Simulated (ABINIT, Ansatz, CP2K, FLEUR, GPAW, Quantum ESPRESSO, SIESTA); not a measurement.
**SrMg6Zr (P4/mmm, 8 atoms in the cell) computed with different codes at matched settings**

Self-consistent single point, at a second geometry (lattice scaled by 0.98). First geometry:

```
CELL_PARAMETERS angstrom
      6.63866     0.00000     0.00000
      0.00000     6.63866     0.00000
      0.00000     0.00000     4.67308
ATOMIC_POSITIONS crystal
  Sr 0.50000 0.50000 0.50000
  Mg 0.50000 0.00000 0.50000
  Mg 0.00000 0.50000 0.50000
  Mg 0.22915 0.22915 0.00000
  Mg 0.77085 0.77085 0.00000
  Mg 0.77085 0.22915 0.00000
  Mg 0.22915 0.77085 0.00000
  Zr 0.00000 0.00000 0.50000
```

Shared settings, as Ansatz (a quantum-chemistry and plane-wave program) writes them: kpoints.mp_grid.grid = 3 3 4; scf.occupations.method = fermi_dirac; scf.occupations.width = 0.1 eV. Potentials and cutoffs stand in the table.

```csv
code,model,ΔF from the first geometry (meV/atom),pressure (GPa),largest force (eV/Å),cutoff
FLEUR,"LDA (Perdew-Zunger), all-electron FLAPW (FLEUR), scalar-relativistic valence",-13.9,–,0.048,Kmax 3.8 1/bohr
CP2K,"LDA (Pade form), GPW, DZVP-MOLOPT-SR-GTH basis, GTH-PADE potentials (GTH_POTENTIALS)",-3.3,0.72,0.285,grid 1000 Ry
Ansatz,"LDA (PW92), PAW files made with PBE",-14.3,-0.34,0.042,420 eV
ABINIT,"LDA (PW92), PAW (JTH v2.0 LDA PAW)",-13.8,-0.47,0.046,544 eV
SIESTA,"LDA PW92, numerical atomic orbitals DZP, PseudoDojo LDA standard norm-conserving potentials (rewritten from UPF to PSML)",6.5,2.34,0.024,grid 300 Ry
GPAW,"LDA (Perdew-Wang 92), GPAW PAW datasets LDA (gpaw-data 1.0.1)",-13.9,-0.29,0.030,800 eV
Quantum ESPRESSO,"LDA (PZ), GBRV 1.5 ultrasoft (LDA) pseudopotentials",-14.3,-0.35,0.043,40 Ry
```

A dash marks a value that a program does not give, or that is left out as unsure.

The spread over the programs that give each value: ΔF from the first geometry within 20.8 meV/atom; pressure within 2.81 GPa; largest force within 0.261 eV/Å.

CP2K and SIESTA use small atom-centred bases, whose incompleteness enters pressures, forces and empty levels differently from a plane-wave cutoff. FLEUR treats all electrons, but the usual bases taken here (sphere radii, linearisation, local orbitals, empty states) were not tested for convergence, so the values are no reference for the others. Ansatz's pressure is given at a fixed set of plane waves, as the other plane-wave codes print theirs. The same LDA comes in different parametrisations, which differ slightly. In the pressure, CP2K (by 1.07) and SIESTA (by 2.68) lie more than 1 GPa from the median of the plane-wave programs. In the force vectors, CP2K (by 0.242) lies more than 0.08 eV/Å from the median of the plane-wave programs.

The shared mesh is coarse (it stands for a supercell whose shortest vector is 18 Å), so the values are not converged in it.

The starting cell comes from a database of computed structures (which also holds hypothetical and non-ambient phases and stackings), without a prior relaxation at this level. For this run, on top of that: lattice scaled by 0.98.

Keys are those of Ansatz 0.2.
